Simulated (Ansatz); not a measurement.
The parent structure is BAs in the zinc blende structure (space group F-43m, No. 216; a = 4.7679 Å).

Method: DFT with PBEsol, PAW potentials and a 420 eV plane-wave cutoff in Ansatz (an electronic-structure program), without spin-orbit coupling.

Base values:

```
Property                         Value
-----------------------------  -------
Width of the top valence band  5.27 eV
Band gap                       1.08 eV
Smallest direct gap            3.25 eV
```

Now apply this change: the cell is scaled by 0.9950 in all directions; the atoms relax in the strained cell.

What happens to the width of the top valence band, energy relative to the base, band gap and smallest direct gap?

The width of the top valence band increases by 0.09 eV, from 5.27 eV to 5.36 eV; the energy increases by 1.4 meV/atom; the band gap falls by 0.015 eV to 1.07 eV; the smallest direct gap rises by 0.02 eV, from 3.25 eV to 3.27 eV.

Stability against distortions was not tested.
